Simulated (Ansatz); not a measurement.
The reference is Sn in the diamond structure (space group Fd-3m, No. 227; a = 6.5665 Å).

All numbers come from r2SCAN (Ansatz, an electronic-structure program, PAW, no spin-orbit coupling).

For the base:

* **Pressure**: 0.0 GPa
* **Band gap**: zero

It is then changed as follows: the cell is scaled by 1.0150 in all directions; the atoms relax in the strained cell.

Q: What does the calculation give for the pressure after the change?

A: The pressure goes from zero to -1.7 GPa.

Q: What happens to the energy relative to the base?

A: The energy increases by 9.0 meV/atom.

Q: How does this affect the band gap?

A: The band gap stays zero.

Stability against distortions was not tested.
